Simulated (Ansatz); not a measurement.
**Response to strain in PdSb2**

Start from PdSb2 (space group Pa-3, No. 205; a = 6.464 Å). Axes: x, y, z lie along the cube axes.

Strains are applied to the cell and any free atomic positions relax; under stress the whole cell relaxes.

Calculations: Ansatz (a quantum-chemistry and plane-wave program), PBEsol, PAW, cutoff 420 eV, no spin-orbit coupling.

| case | shortest interatomic distance | pressure |
|---|---|---|
| base | 2.676 Å | 0.0 GPa |
| isotropic strain −4.91 % | 2.542 Å | 22.6 GPa |
| uniaxial strain ε_yy = +4.99 % | 2.710 Å | -4.3 GPa |
| uniaxial stress, 1 GPa compression along x | 2.671 Å | – |
| tensor shear ε_xy = +0.34 % | 2.672 Å | 0.0 GPa |

Beyond what the load breaks, stability against distortions was not tested. All final runs are without spin polarisation.
